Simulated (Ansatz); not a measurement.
Start from CuI in the zinc blende structure (space group F-43m, No. 216).

```
CELL_PARAMETERS angstrom
      0.00000     2.96966     2.96966
      2.96966     0.00000     2.96966
      2.96966     2.96966     0.00000
ATOMIC_POSITIONS crystal
  Cu 0.00000 0.00000 0.00000
  I  0.25000 0.25000 0.25000
```

Cartesian axes are those of the cell as printed.

Calculations: PBEsol/PAW in Ansatz (a program for electronic structure), without spin-orbit coupling.

Before the change:

| Item | Result |
|---|---|
| Valley order | Γ 1.17 eV; L along ⟨111⟩ 2.11 eV; X along ⟨100⟩ 2.47 eV |

Modification: a pure shear with ε_xy = ε_yx = 0.0086; the atoms relax in the strained cell.

Task: How does this affect the stress and valley order?

Result: The stress (xx, yy, zz, yz, xz, xy; compression positive) is (0.00, 0.00, 0.00, 0.00, 0.00, -0.41) GPa; the valley order (the lowest conduction-band minima on the path, energy above the VBM, named in the base's zone) becomes Γ 1.16 eV; L along [1-11] 2.04 eV; L along [11-1] 2.16 eV; X along [001] 2.42 eV (base: Γ 1.17 eV; L along ⟨111⟩ 2.11 eV; X along ⟨100⟩ 2.47 eV).

Spin-orbit coupling, missing from the scalar runs, can matter with I. The levels and masses belong to the bands next to the band gap. Whether these cells are dynamically stable was not tested. The final runs are not spin-polarised.
